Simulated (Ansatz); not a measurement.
```xyz
4
Lattice="3.9343 0.0000 0.0000 -1.9671 3.4072 0.0000 0.0000 0.0000 6.5225" Properties=species:S:1:pos:R:3 pbc="T T T"
Zn     0.0000     0.0000     6.5176
Cd     0.0000     2.2715     3.3067
S      0.0000     2.2715     5.8164
S      0.0000     0.0000     2.3092
```

Relaxed-ion tensors in this frame from PBEsol density-functional theory in Ansatz (plane waves, PAW). Proper piezoelectric stress tensor e (C/m²):

```
 0.00   0.00   0.00   0.00  -0.15   0.21
 0.21  -0.21   0.00  -0.15   0.00   0.00
-0.18  -0.18   0.24   0.00   0.00   0.00
```

Stiffness C (GPa):

```
95.8  51.6  46.5  -0.1   0.0   0.0
51.6  95.8  46.5   0.1   0.0   0.0
46.5  46.5   127   0.0   0.0   0.0
-0.1   0.1   0.0  19.9   0.0   0.0
 0.0   0.0   0.0   0.0  19.9  -0.1
 0.0   0.0   0.0   0.0  -0.1  22.1
```

The cell is a database entry relaxed within its symmetry; it need not be the phase found at ambient conditions.

Question: Obtain the piezoelectric strain tensor d.

Answer: d = e S with S = C⁻¹, in pC/N:

```
 0.0   0.0   0.0   0.0  -7.5   9.5
 4.7  -4.7   0.0  -7.5   0.0   0.0
-2.4  -2.4   3.6   0.0   0.0   0.0
```
Away from Γ the polar cell without biaxial strain shows no imaginary mode on a 2×2×2 mesh.

Ansatz is a first-principles code.
